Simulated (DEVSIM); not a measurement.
Device: Pd/HfO2/p-Ge capacitor, at 300 K.

```tsv
layer (left to right)	material	thickness (nm)	Na (cm⁻³)
1	HfO2	20.0	-
2	Ge	710	7.1e17
```

Metal gate on the left, work function 5.2 eV. Fixed charge at the semiconductor interface 0 cm⁻² (in units of +e); no interface traps.

This is a model device: material constants are rounded textbook-type values typed into the input, and sizes, dopings and lifetimes were drawn at random. Values at 300 K.

```
parameter      HfO2       Ge
-------------  ----  -------
gap (eV)        5.7    0.664
affinity (eV)   2.5        4
permittivity     22       16
Nc (cm⁻³)         -  1.04e19
Nv (cm⁻³)         -     6e18
```

DEVSIM, 1D Poisson equation in equilibrium, Boltzmann statistics, complete ionisation; no quantum confinement or tunnelling. Metal contacts follow the ideal Schottky-Mott rule: no Fermi-level pinning, no interface dipoles.

The gate work function was swept, all else fixed.

| gate work function (eV) | threshold voltage (band bending 2φF) (V) | flat-band voltage (V) |
|---|---|---|
| 4.9 | 1.26 | 0.29 |
| 5.05 | 1.41 | 0.44 |
| 5.2 | 1.56 | 0.59 |
| 5.35 | 1.71 | 0.74 |
| 5.5 | 1.86 | 0.89 |

From the first row to the last the threshold voltage (band bending 2φF) goes from 1.26 to 1.86. From the first row to the last the flat-band voltage goes from 0.29 to 0.89.
